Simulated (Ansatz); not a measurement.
Polymorphs of CsH, PBEsol with spin-orbit coupling, rigid bands (Ansatz, a first-principles code); geometry: cell and atoms relaxed with PBEsol.
- Fm-3m, primitive cell of 2: a = 4.422 Å, b = 4.422 Å, c = 4.422 Å, α = 60.00°, β = 60.00°, γ = 60.00°
- Pm-3m, primitive cell of 2: a = 3.7247 Å, b = 3.7247 Å, c = 3.7247 Å, α = 90.00°, β = 90.00°, γ = 90.00°

```tsv
Space group	volume per atom (Å³)	band gap	electron conductivity mass	hole conductivity mass	Seebeck coefficient, n-type 1e19 cm⁻³
Fm-3m	30.6	2.06 eV	0.46 mₑ	…	-313 μV/K
Pm-3m	25.8	2.53 eV	0.60 mₑ	…	-324 μV/K
```

Problem. What belongs in the gaps?

Solution. 
- Fm-3m, hole conductivity mass: 0.68 mₑ
- Pm-3m, hole conductivity mass: 0.45 mₑ

Masses are for dilute carriers at 300 K, harmonic means over directions unless an axis is named. Seebeck coefficients are for the stated density at 300 K, with one relaxation time for all states and whether or not that doping can be reached.

Formula and space group known from diffraction (Crystallography Open Database), not checked to be the room-temperature form: CsH (Fm-3m). Computed structure with no diffraction record at hand here (it may be known, metastable or hypothetical): CsH (Pm-3m).
